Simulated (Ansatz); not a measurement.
## Response to strain in ZrRuAs

The reference is ZrRuAs (space group P-62m, No. 189; a = 6.551 Å, c = 3.891 Å; a cell from a computed database, its experimental status unchecked). Axes: x lies along a and z along c of the hexagonal cell.

Strains are applied to the cell and any free atomic positions relax; under biaxial strain the out-of-plane vector relaxes too.

Computed with plane-wave PAW DFT at the PBEsol level (Ansatz, a program for electronic structure, 420 eV), no spin-orbit coupling.

Notes on the quantities. energy relative to the base: free energy F.

| change | energy relative to the base | shortest interatomic distance |
|---|---|---|
| base | 0 meV/atom | 2.515 Å |
| biaxial strain +0.67 %, plane normal [001], relaxed out of plane | – | ? |
| isotropic strain −2.46 % | +62 meV/atom | 2.457 Å |
| tensor shear ε_yz = +1.80 % | +6.6 meV/atom | 2.484 Å |
| tensor shear ε_xy = +1.78 % | ? | ? |

Some entries are withheld; estimate them.


- biaxial strain +0.67 %, plane normal [001], relaxed out of plane, shortest interatomic distance: 2.511 Å
- tensor shear ε_xy = +1.78 %, energy relative to the base: +6.2 meV/atom
- tensor shear ε_xy = +1.78 %, shortest interatomic distance: 2.493 Å

Without a gap, meshes like the base's 8×8×12 leave anisotropic stresses uncertain by several tenths of a GPa, and small strain energies with them. Stability against distortions was not tested. All final runs are without spin polarisation. An odd electron count without spin: ZrRuAs.
